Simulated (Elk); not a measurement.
## Elk run on NiN (P6_3mc, 4 atoms in the cell): self-consistent single point

Method of the run: PBEsol, all-electron FP-LAPW, Elk's shipped species files, default APW+lo basis in Elk.

This input was run:

```
tasks
  0

xctype
  22

swidth
  0.00367493

maxscl
  100

scale
  5.732427418

avec
    1.0000000000    0.0000000036    0.0000000000
   -0.5000000031    0.8660254020    0.0000000000
    0.0000000000    0.0000000000    1.6715049362

atoms
  2
  'Ni.in'
  2
  0.3333333333  0.6666666667  0.3730500000    0.0 0.0 0.0
  0.6666666667  0.3333333333  0.8730500000    0.0 0.0 0.0
  'N.in'
  2
  0.3333333333  0.6666666667  0.0019600000    0.0 0.0 0.0
  0.6666666667  0.3333333333  0.5019600000    0.0 0.0 0.0

ngridk
  16 16 9
```

The program printed (abridged):

```
│ Elk code version 10.2.4 │

All units are atomic (Hartree, Bohr, etc.)

│ Ground-state run starting from atomic densities │

Lattice vectors :
   5.732427418      0.2063673870E-07   0.000000000
  -2.866213727       4.964427759       0.000000000
   0.000000000       0.000000000       9.581780726

Unit cell volume      :    272.6804417
Brillouin zone volume :   0.9096736528

Muffin-tin inner radius fraction :   0.1000000000E-01

Nuclei treated as point charges

Species :    1 (Ni)
 parameters loaded from : Ni.in
 name : nickel
 nuclear charge    :   -28.00000000
 electronic charge :    28.00000000
 atomic mass :    106991.5230
 muffin-tin radius :    1.990057122
 number of radial points in muffin-tin :    497
 atomic positions (lattice), magnetic fields (Cartesian) :
   1 :   0.00000000  0.00000000  0.00000000    0.00000000  0.00000000  0.00000000
   2 :   0.33333333  0.66666667  0.50000000    0.00000000  0.00000000  0.00000000

Species :    2 (N)
 parameters loaded from : N.in
 name : nitrogen
 nuclear charge    :   -7.000000000
 electronic charge :    7.000000000
 atomic mass :    25532.65214
 muffin-tin radius :    1.492542841
 number of radial points in muffin-tin :    297
 atomic positions (lattice), magnetic fields (Cartesian) :
   1 :   0.00000000  0.00000000  0.62891000    0.00000000  0.00000000  0.00000000
   2 :   0.33333333  0.66666667  0.12891000    0.00000000  0.00000000  0.00000000

Total number of atoms per unit cell :    4

Spin treatment :
 spin-unpolarised

Number of Bravais lattice symmetries :   24
Number of crystal symmetries         :   12
Crystal has no inversion symmetry
Complex Hermitian eigensolver will be used

k-point grid :     16    16     9
k-point offset :    0.000000000       0.000000000       0.000000000
k-point set is reduced with full crystal symmetry group
Total number of k-points :      270

Muffin-tin radius times maximum |G+k| :    7.000000000
 using average radius
   [... lines left out ...]
Maximum |G| for potential and density :    12.00000000
 potential will be trimmed for |G| > 2 gkmax
Constant for pseudocharge density :    6
Radial integration step length :    4

G-vector grid sizes :     24    24    40
Number of G-vectors :     7945

Maximum angular momentum used for
 APW functions                      :    8
 outer part of muffin-tin           :    6
 inner part of muffin-tin           :    1

Total nuclear charge    :   -70.00000000
Total core charge       :    28.00000000
Total valence charge    :    42.00000000
Total excess charge     :    0.000000000
Total electronic charge :    70.00000000

Effective Wigner radius, rₛ :   0.9760883137

Number of empty states         :   16
Total number of valence states :   37
Total number of core states    :   28

Total number of local-orbitals :   44

Exchange-correlation functional :     22     0     0
 PBEsol, Phys. Rev. Lett. 100, 136406 (2008)
 gradient requirement :    1
 generalised gradient approximation (GGA)

Smearing type :    3
 Fermi-Dirac
Smearing width :   0.3674930000E-02
Effective electronic temperature (K) :    1160.451112

Mixing type :    3
 Broyden mixing, J. Phys. A: Math. Gen. 17, L317 (1984)

Kohn-Sham potential initialised from atomic data
│ Self-consistent loop started │
│ Loop number : 1 │
 total energy                :     -3144.55914291
│ Loop number : 2 │
 total energy                :     -3145.39415636
RMS change in Kohn-Sham potential (target) :    2.007505416     (  0.1000000000E-05)
Absolute change in total energy (target)   :   0.8350134474     (  0.1000000000E-03)
│ Loop number : 3 │
 total energy                :     -3142.05703378
RMS change in Kohn-Sham potential (target) :    1.967094637     (  0.1000000000E-05)
Absolute change in total energy (target)   :    3.128369218     (  0.1000000000E-03)
│ Loop number : 4 │
 total energy                :     -3146.07820950
RMS change in Kohn-Sham potential (target) :    1.312818690     (  0.1000000000E-05)
Absolute change in total energy (target)   :    3.239083414     (  0.1000000000E-03)
│ Loop number : 5 │
 total energy                :     -3147.05755647
RMS change in Kohn-Sham potential (target) :   0.4865558213     (  0.1000000000E-05)
Absolute change in total energy (target)   :    1.789117822     (  0.1000000000E-03)
   [... lines left out ...]
Absolute change in total energy (target)   :   0.2248370458E-02 (  0.1000000000E-03)
│ Loop number : 14 │
 total energy                :     -3148.25924669
RMS change in Kohn-Sham potential (target) :   0.5235411634E-05 (  0.1000000000E-05)
Absolute change in total energy (target)   :   0.8612858610E-03 (  0.1000000000E-03)
│ Loop number : 15 │
 total energy                :     -3148.25903586
RMS change in Kohn-Sham potential (target) :   0.9898981164E-06 (  0.1000000000E-05)
Absolute change in total energy (target)   :   0.4261507793E-03 (  0.1000000000E-03)
│ Loop number : 16 │
 total energy                :     -3148.25900229
RMS change in Kohn-Sham potential (target) :   0.2193485013E-06 (  0.1000000000E-05)
Absolute change in total energy (target)   :   0.1401065228E-03 (  0.1000000000E-03)
│ Loop number : 17 │
 total energy                :     -3148.25900084
RMS change in Kohn-Sham potential (target) :   0.7283301771E-07 (  0.1000000000E-05)
Absolute change in total energy (target)   :   0.3648039637E-04 (  0.1000000000E-03)
Convergence targets achieved

│ Loop number : 18 │

Energies :
 Fermi                       :     0.263957321221
 sum of eigenvalues          :     -1803.22084690
 electron kinetic            :      3195.49602031
 core electron kinetic       :      2857.71701797
 Coulomb                     :     -6205.94233168
 Coulomb potential           :     -4818.33602575
 nuclear-nuclear             :     -430.579785872
 electron-nuclear            :     -6732.38906586
 Hartree                     :      957.026520053
 Madelung                    :     -3796.77431880
 xc potential                :     -180.380841461
 exchange                    :     -134.237943128
 correlation                 :     -3.57113763842
 electron entropic           :    -0.361074393754E-02
 total energy                :     -3148.25900287

Density of states at Fermi energy :    79.66174210
 (states/Hartree/unit cell)

Estimated indirect band gap :   0.6008655854E-03
 from k-point    170 to k-point     90
Estimated direct band gap   :   0.6237782103E-02
 at k-point    138

Charges :
 core                        :    28.00000000
 valence                     :    42.00000000
 interstitial                :    6.247775856
 muffin-tins (core leakage)
  species :    1 (Ni)
   atom    1                 :    26.36280761     (  0.2475380072E-02)
   atom    2                 :    26.36280761     (  0.2475380072E-02)
  species :    2 (N)
   atom    1                 :    5.513304458     (  0.4754669135E-05)
   atom    2                 :    5.513304458     (  0.4754669135E-05)
 total in muffin-tins        :    63.75222414
 total calculated charge     :    69.98987232
 total charge                :    70.00000000
 error                       :   0.1012768020E-01

│ Self-consistent loop stopped │
```

The run converged in 18 iterations. The count includes the last loop, which Elk runs after its targets are met.

The starting cell comes from a database of computed structures (which also holds hypothetical and non-ambient phases and stackings), without a prior relaxation at this level. Spin polarisation is off, so a magnetic state, if there is one, cannot be reached. Values depend on the basis (sphere radii, cutoffs, local orbitals), which need not be converged. The log's line on a gap gives a spacing of levels on this mesh, which the program prints for metals too.

Cost on one core of a shared machine: roughly 4 min.
